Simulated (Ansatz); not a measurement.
Consider TiB2 (space group P6/mmm, No. 191; a = 3.032 Å, c = 3.224 Å).

Levels (all Ansatz, a program for electronic structure, PAW): PBE (420 eV, without spin-orbit coupling); r2SCAN (500 eV, no SOC).

The geometry is relaxed with PBE.

| Quantity | Result |
|---|---|
| PBE pressure | 0.0 GPa |

Problem. How does going to r2SCAN change the pressure?

Solution. The pressure goes from zero to -1.5 GPa.

Single points use the geometry relaxed with PBE. Their cutoffs differ, which shifts pressures a little. Whether these cells are dynamically stable was not tested. The final runs are not spin-polarised.
